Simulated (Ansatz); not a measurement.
System: TaRu (Pm-3m, No. 221, 2 atoms in the cell; start mp-12110). Method: PBEsol (PAW; Ansatz, an electronic-structure program).

Numerical settings: plane-wave cutoff 520 eV, 18×18×18 k mesh, Fermi–Dirac smearing 0.05 eV, no spin polarisation, scalar-relativistic PAW data made under PBE.

Cell (relaxed at this level):

Space group Pm-3m (No. 221); a = b = c = 3.1397 Å, α = β = γ = 90.00°

| atom | site | symmetry | x | y | z |
|---|---|---|---|---|---|
| Ta | 1b | m-3m | 0.5000 | 0.5000 | 0.5000 |
| Ru | 1a | m-3m | 0.0000 | 0.0000 | 0.0000 |

Task: What does this level give for the bulk modulus?

Result: 
* **bulk modulus**: 272 GPa

Note: the run has no spin polarisation, so it can have missed a magnetic state; the bulk modulus is −V dP/dV from two relaxed cells at ±2 % in volume; the relaxation could not lower the start's symmetry, so the cell can be a saddle point above a distorted one.

Spin–orbit coupling is not included.

Static lattice: no zero-point or thermal effects.

Cost on a shared machine: around 29 core-seconds (rough).

A start named mp-… is a Materials Project structure, which need not be a measured phase.
